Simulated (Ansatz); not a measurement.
The structure below was relaxed with PBE (Ansatz, an electronic-structure program), no spin-orbit coupling, earlier PAW set, at pressure −1 GPa.

Space group P4mm (No. 99); a = b = 3.986 Å, c = 4.256 Å, α = β = γ = 90.00°

| atom | site | symmetry | x | y | z |
|---|---|---|---|---|---|
| Ti | 1b | 4mm | 0.5000 | 0.5000 | 0.4607 |
| Ba | 1a | 4mm | 0.0000 | 0.0000 | 0.9443 |
| O | 1b | 4mm | 0.5000 | 0.5000 | 0.8846 |
| O | 2c | 2mm. | 0.0000 | 0.5000 | 0.4082 |

Task: Write out a cell with all atoms.

Result: 
```xyz
5
Lattice="3.9859 0.0000 0.0000 0.0000 3.9859 0.0000 0.0000 0.0000 4.2563" Properties=species:S:1:pos:R:3 pbc="T T T"
Ti     1.9930     1.9930     1.9609
Ba     0.0000     0.0000     4.0192
O      1.9930     1.9930     3.7650
O      1.9930     0.0000     1.7375
O      0.0000     1.9930     1.7375
```
This is the conventional cell.

Load acts through the strain it causes; cell and atoms are relaxed under it. Stability against distortions was not tested. The final runs are not spin-polarised. The cell was made from BaTiO₃ (space group P4mm, No. 99) by this change: pressure −1 GPa.
